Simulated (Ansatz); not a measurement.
Amorphous In$_{12}$Sn$_{4}$Zn$_{10}$O$_{36}$, 62 atoms at 6.44 g/cm³, one PBE-relaxed geometry, zone centre. Methods: PBE, scalar-relativistic without spin-orbit coupling (Ansatz, a quantum-chemistry and plane-wave program); r2SCAN, scalar-relativistic without spin-orbit coupling (Ansatz). Plane waves to 420 eV (r2SCAN 500 eV). All rungs ran without spin polarisation.

It comes from a melt-quench run on a machine-learned potential (CHGNet), relaxed afterwards by DFT. O atoms were pushed apart under 1.9 Å during the dynamics, to hinder bonds among them. The hot cell started wider than the set density and was brought back towards it in steps. It is the lowest in DFT energy of 2 quenches. It is a model cell: composition and starting density were chosen by hand, and all elements were melted together. No dispersion term was used. Its density started from a set value of 6.44 and ended at 6.44 g/cm³. Cooling (nominally 880 K/ps over its main leg) ran many orders faster than in experiment, which tends to leave more defects and strain. Values belong to this one cell and scatter from quench to quench. The volume was held where the preparation left it and the shape relaxed, at a PBE pressure of 5.1 GPa. Stress components on the final sampling reach 5.2 GPa.

The relaxation ran on the zone centre alone. At PBE the gap is 0.61 eV on a 2×2×2 Γ-centred mesh, and the spacing at the zone centre alone 0.59 eV.

Question: What zone-centre spacing does r2SCAN give, roughly?

Answer: 1.02 eV (+0.43 eV against PBE).

The highest filled and the lowest empty state spread over these numbers of atoms (participation numbers): PBE: 14.9 and 58.0; r2SCAN: 14.9 and 57.3.
